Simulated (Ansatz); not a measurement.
## Response to strain in ZnS

Consider ZnS in the wurtzite structure (space group P6_3mc, No. 186; a = 3.845 Å, c = 6.306 Å). Axes: x lies along a and z along c of the hexagonal cell.

Strains are applied to the cell and any free atomic positions relax; under biaxial strain the out-of-plane vector relaxes too; under stress the whole cell relaxes.

Computed with PBE in Ansatz (plane waves to 420 eV, PAW, without spin-orbit coupling), earlier PAW set.

Notes on the quantities. pressure: mean of the normal stresses, compression positive.

| case | band gap | pressure | volume per atom |
|---|---|---|---|
| base | 2.07 eV | 0.00 GPa | 20.19 Å³ |
| biaxial strain −1.02 %, plane normal [001], relaxed out of plane | ? | 1.02 GPa | ? |
| biaxial strain +3.88 %, plane normal [001], relaxed out of plane | 1.78 eV | ? | 21.32 Å³ |
| isotropic strain −0.85 % | 2.19 eV | 1.88 GPa | 19.67 Å³ |
| uniaxial stress, 2 GPa compression along z | 2.14 eV | – | 20.01 Å³ |

**Question.** What belongs in the blanks?

**Answer.** 
- biaxial strain −1.02 %, plane normal [001], relaxed out of plane, band gap: 2.09 eV
- biaxial strain −1.02 %, plane normal [001], relaxed out of plane, volume per atom: 19.89 Å³
- biaxial strain +3.88 %, plane normal [001], relaxed out of plane, pressure: -3.25 GPa

Stability under load was not tested beyond the relaxation.

Ansatz is a program for electronic structure.
